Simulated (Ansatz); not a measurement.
Results of r²SCAN in Ansatz (PAW) for stishovite (SiO2).

Settings: plane-wave cutoff 560 eV, 8×8×12 k mesh (along the axes of the cell as run), Fermi–Dirac smearing 0.01 eV, scalar-relativistic PAW data made under PBE.

Shape and atoms are relaxed at each volume.

The direct gap at Γ against volume; x = 100 ln(V/7.790 Å³). One gap is withheld.

```
V (Å³/atom)      x  gap (eV)
-----------  -----  --------
7.478        -4.09     7.199
7.634        -2.02     6.846
7.790         0.00     6.514
7.946         1.98     6.206
8.102         3.93         ?
```

Problem. Fit a straight line to the rows shown, give the volume deformation potential and predict the withheld gap.

Solution. Means of the 4 rows: x̄ = -1.032, ȳ = 6.6913 eV. Σ(x − x̄)(y − ȳ) = -3.3501 and Σ(x − x̄)² = 20.465, so the slope is -0.1637 eV per unit of x, and dE_g/d ln V = -16.4 eV. At x = 3.93: 6.6913 + (-0.1637) × (3.93 − (-1.032)) = 5.879 eV. The run gives 5.922 eV, 0.043 eV above the line, as the curve bends the same way over all rows.

Ansatz is a quantum-chemistry and plane-wave program.
